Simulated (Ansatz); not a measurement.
Cell and atoms of amorphous In9Ga9Zn9O39Mo:

```xyz
67
Lattice="9.5665 0.0271 -0.1518 0.0271 9.8433 0.0536 -0.1518 0.0536 9.0381" Properties=species:S:1:pos:R:3 pbc="T T T"
In     6.0442     6.5003     7.7911
In     0.1508     6.0855     6.4599
In     5.2224     3.2285     8.9144
In     8.2967     1.6674     8.1809
In     2.0716     2.5652     3.2827
In     6.6517     9.4378     0.6437
In     8.4870     0.9439     3.3286
In     8.8302     7.3805     3.3658
In     2.5834     6.0797     3.2080
Ga     1.0567     9.7234     1.5549
Ga     5.4517     8.7132     3.6193
Ga     7.0624     3.2154     5.7282
Ga     4.1975     1.0611     1.6783
Ga     7.6501     8.6432     6.1698
Ga     3.5494     7.4539     6.2692
Ga     5.0056     3.0499     3.8050
Ga     3.5832     8.0380     0.4767
Ga     0.3015     2.6944     5.9426
Zn     5.3155     0.6790     6.5412
Zn     2.1920     2.2010     8.4764
Zn     2.3378     5.3390     8.8803
Zn     6.4258     6.0931     1.7140
Zn     2.6316     9.5610     4.3799
Zn     6.1262     5.9172     4.7990
Zn     1.2230     9.3473     7.3164
Zn     9.3204     7.3584     0.0887
Zn     3.2526     4.3512     6.0611
O      3.2790     6.4006     1.2420
O      8.6643     8.9791     4.6526
O      3.7736     1.1893     3.5615
O      5.2881     2.3527     5.5536
O      6.8252     3.0199     7.5705
O      8.3208     5.5090     2.2738
O      3.6086     4.3488     4.0141
O      3.6430     7.7323     4.1896
O      0.4451     5.3955     0.1497
O      6.5775     4.1437     4.1755
O      5.7911     5.1326     0.2714
O      2.0663     9.0213     0.1197
O      6.6461     0.1561     2.6748
O      5.1162     2.7158     1.9519
O      0.7998     6.2462     4.4139
O      8.3022     1.8174     5.2709
O      9.4548     2.9569     2.8787
O      0.6535     1.5254     7.4982
O      3.2655     3.7094     8.0623
O      0.4833     7.9088     1.9495
O      4.5938     8.9795     1.7793
O      8.8870     4.2010     6.2563
O      4.9055     1.0829     8.8726
O      7.1164     9.8756     7.5532
O      5.7929     8.9575     5.4574
O      7.4602     6.6984     6.1864
O      2.7698     9.1975     6.2434
O      2.3479     1.5249     1.2476
O      9.3550     8.0663     7.2579
O      1.9835     2.8459     5.3865
O      8.8073     0.5186     0.9366
O      1.0726     0.4486     3.3294
O      7.2988     7.4603     0.3552
O      4.7504     5.8938     6.1698
O      1.7259     4.3161     2.0242
O      4.4660     7.9264     7.9861
O      2.2330     6.0987     6.9387
O      6.5100     7.1396     3.3030
O      8.4558     3.2761     0.5160
Mo     9.4163     4.3183     1.5200
```

These are PBE, scalar-relativistic without spin-orbit coupling (plane waves to 420 eV, PAW; Ansatz, a first-principles code) values and carry that method's errors.

Preparation: random packing, a CHGNet melt and quench, and a DFT relaxation. O atoms were pushed apart under 1.9 Å during the dynamics, to hinder bonds among them. The hot cell started wider than the set density and was brought back towards it in steps. It is the lowest in DFT energy of 2 quenches. It is a model cell: composition and starting density were chosen by hand, and all elements were melted together. No dispersion term was used. Its density started from a set value of 5.79 and ended at 5.79 g/cm³. Cooling (nominally 320 K/ps over its main leg) ran many orders faster than in experiment, which tends to leave more defects and strain. Values belong to this one cell and scatter from quench to quench. The volume was held where the preparation left it and the shape relaxed, at a PBE pressure of 2.2 GPa. Stress components on the final sampling reach 2.4 GPa. Cycles of charging lowered its energy after that relaxation.

Neighbours within In-In 3.12 Å, In-Ga 2.90 Å, In-Zn 2.90 Å, In-O 2.60 Å, In-Mo 3.08 Å, Ga-Ga 2.68 Å, Ga-Zn 2.68 Å, Ga-O 2.40 Å, Ga-Mo 2.86 Å, Zn-Zn 2.68 Å, Zn-O 2.60 Å, Zn-Mo 2.86 Å, O-O 1.58 Å, O-Mo 2.42 Å, Mo-Mo 3.04 Å count as bonded. Two cations that share two anions don't count as bonded, nor two that share one unless they lie closer than In-In 3.04 Å, In-Ga 2.82 Å, In-Zn 2.82 Å, In-Mo 3.00 Å, Ga-Ga 2.61 Å, Ga-Zn 2.61 Å, Ga-Mo 2.78 Å, Zn-Zn 2.61 Å, Zn-Mo 2.78 Å, Mo-Mo 2.95 Å.

Q: Give the coordination numbers, mean bond lengths and angles.

A: 
The mean coordination of In by anions is 5.44 (6 with 5, 2 with 6, 1 with 7) and the mean coordination of Ga by anions comes out as 4.78 (2 with 4, 7 with 5). The mean coordination of Zn by anions is 4.11 (1 with 3, 6 with 4, 2 with 5) and the mean coordination of O is 3.44 (1 with 2, 20 with 3, 18 with 4). The mean coordination of Mo by anions comes out as 5.00 (1 with 5), the mean In-O bond is 2.191 Å (spread 0.102 Å, 49 counted) and the mean Ga-O bond comes out as 1.954 Å (spread 0.095 Å, 43 counted). The mean Zn-O bond is 2.035 Å (spread 0.131 Å, 37 counted) and the mean O-Mo bond is 1.865 Å (spread 0.089 Å, 5 counted). The bond angle at In comes out as mean 104.5°, spread 27.3°, the bond angle at Ga is mean 107.2°, spread 24.6° and the bond angle at Zn is mean 107.9°, spread 22.0°. The bond angle at O comes out as mean 111.4°, spread 15.4° and the bond angle at Mo is mean 106.3°, spread 23.3°.

Q: List the pairs of like atoms that count as bonded by the rules above.

A: There are none by these rules.
